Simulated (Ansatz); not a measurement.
Start from Ti in the hcp (Mg type) structure (space group P6_3/mmc, No. 194; a = 2.864 Å, c = 4.537 Å; relaxed with 0.1 eV smearing). Axes: x lies along a and z along c of the hexagonal cell.

Level of theory: LDA, PAW, 420 eV (Ansatz, a program for electronic structure; scalar-relativistic without spin-orbit coupling).

Strains are applied to the cell and any free atomic positions relax.

One change was made to it. Results:

```json
[
 {"quantity": "pressure (mean of the normal stresses, compression positive)", "base": "0.0 GPa", "after": "0.0 GPa"},
 {"quantity": "energy relative to the base (free energy F)", "base": "0 meV/atom", "after": "+0.5 meV/atom"}
]
```

**Question.** Which of these changes matches the shifts?
A) tensor shear ε_xz = +0.86 %
B) tensor shear ε_xz = +2.00 %
C) tensor shear ε_xz = +1.71 %

**Answer.** A, tensor shear ε_xz = +0.86 %. For comparison, the energy relative to the base in the other runs: tensor shear ε_xz = +1.71 % gives +2.0 meV/atom; tensor shear ε_xz = +2.00 % gives +2.7 meV/atom.

Whether these cells are dynamically stable was not tested. All final runs are without spin polarisation.
